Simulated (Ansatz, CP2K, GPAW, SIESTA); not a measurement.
One structure in several programs: WSe2 (P-6m2, 3 atoms in the cell)

Band-structure calculation.

```xyz
3
Lattice="3.2897 0.0000 0.0000 -1.6449 2.8490 0.0000 0.0000 0.0000 16.5165" Properties=species:S:1:pos:R:3 pbc="T T T"
W      0.0000     0.0000     0.0000
Se     0.0000     1.8993     1.6482
Se     0.0000     1.8993    14.8684
```

Shared settings, as Ansatz (a program for electronic structure) writes them: kpoints.mp_grid.grid = 8 8 2; scf.occupations.method = fermi_dirac; scf.occupations.width = 0.05 eV. Potentials and cutoffs stand in the table.

```json
[
 {"code": "GPAW", "model": "LDA (Perdew-Wang 92), GPAW PAW datasets LDA (gpaw-data 1.0.1)", "gap along the path (eV)": "1.57", "smallest direct gap (eV)": "1.57", "cutoff": "600 eV"},
 {"code": "CP2K", "model": "LDA (Pade form), GPW, DZVP-MOLOPT-SR-GTH basis, GTH-PADE potentials (GTH_POTENTIALS)", "gap along the path (eV)": "1.62", "smallest direct gap (eV)": "1.62", "cutoff": "grid 500 Ry"},
 {"code": "SIESTA", "model": "LDA PW92, numerical atomic orbitals DZP, PseudoDojo LDA standard norm-conserving potentials (rewritten from UPF to PSML)", "gap along the path (eV)": "1.56", "smallest direct gap (eV)": "1.56", "cutoff": "grid 350 Ry"},
 {"code": "Ansatz", "model": "LDA (PW92), PAW files made with PBE", "gap along the path (eV)": "1.57", "smallest direct gap (eV)": "1.57", "cutoff": "420 eV"}
]
```

On Ansatz's run: spin-orbit coupling is off.

The spread over the programs that give each value: gap along the path within 0.06 eV; smallest direct gap within 0.06 eV.

CP2K and SIESTA use small atom-centred bases, whose incompleteness enters pressures, forces and empty levels differently from a plane-wave cutoff.

The starting cell comes from a database of computed structures (which also holds hypothetical and non-ambient phases and stackings), without a prior relaxation at this level. Its lattice was rescaled by a random factor within 2.5 % of one.

Left out of this page: Quantum ESPRESSO (not drawn, or without a comparable value).

Keys are those of Ansatz 0.2.
